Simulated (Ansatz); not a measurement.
**rock-salt HfN (0 0 1) on antifluorite Mg2Si (0 0 1) (film strained to the substrate, started from cuts of the bulks and a machine-learned relaxation; slabs Mg10Si6 and Hf8N8, which can lie off the formulas)**

A periodic stack without vacuum, rock-salt HfN (0 0 1) on antifluorite Mg2Si (0 0 1) (film strained to the substrate, started from cuts of the bulks and a machine-learned relaxation; slabs Mg10Si6 and Hf8N8, which can lie off the formulas): substrate slab Mg10Si6, film Hf8N8, surface cells [[1, 0], [1, 1]] and [[0, -1], [2, 1]], film strained by -1.1 and -1.1 %, outermost planes Si/Si and HfN/HfN as cut, which need not be the usual terminations and can put a slab off its formula.

The start was prepared with a machine-learned potential, and the result is one local minimum, with the in-plane cell held and forces under 0.04 eV/Å; the film can end far from its bulk form.

Level of theory: PBE (plane waves to 420 eV, PAW; Ansatz, a first-principles code). Spin–orbit coupling is left out; the runs are not spin-polarised; PBE gaps are too small against experiment. Its k-point mesh 7×7×1, Fermi–Dirac width 0.05 eV.

The interface area comes out as 20.2 Å² and the period comes out as 27.52 Å. The heights between the nearest atoms of the two slabs at the two interfaces is 2.36 and 2.36 Å. The Hf–Si contacts across the interfaces within 1.22 times the sum of covalent radii is 4, mean 2.83 Å.

```
CELL_PARAMETERS angstrom
      4.49918    -0.00029    -0.06012
     -0.00027     4.49921    -0.05791
     -1.86505     0.39811    27.54485
ATOMIC_POSITIONS crystal
  Mg 0.49404 0.94618 0.09899
  Mg 0.99378 0.44621 0.09909
  Mg 0.61073 0.94462 0.33211
  Mg 0.11069 0.44467 0.33214
  Mg 0.05299 0.44538 0.21604
  Mg 0.55267 0.94568 0.21603
  Mg 0.72764 0.94308 0.56516
  Mg 0.22738 0.44312 0.56526
  Mg 0.16875 0.44361 0.44823
  Mg 0.66843 0.94391 0.44822
  Si 0.02401 0.94573 0.15898
  Si 0.46741 0.44669 0.04614
  Si 0.13941 0.94416 0.38990
  Si 0.58200 0.44513 0.27436
  Si 0.25401 0.94260 0.61812
  Si 0.69741 0.44356 0.50528
  Hf 0.08835 0.19692 0.79090
  Hf 0.59165 0.69289 0.79091
  Hf 0.54278 0.19110 0.70391
  Hf 0.05019 0.69991 0.70402
  Hf 0.17863 0.19819 0.96035
  Hf 0.67123 0.68938 0.96024
  Hf 0.63307 0.19237 0.87336
  Hf 0.12977 0.69640 0.87335
  N  0.58458 0.19397 0.78656
  N  0.09117 0.69594 0.78663
  N  0.03765 0.20690 0.71090
  N  0.56266 0.68407 0.71101
  N  0.68377 0.18239 0.95336
  N  0.15876 0.70522 0.95325
  N  0.13684 0.19532 0.87770
  N  0.63024 0.69335 0.87763
```
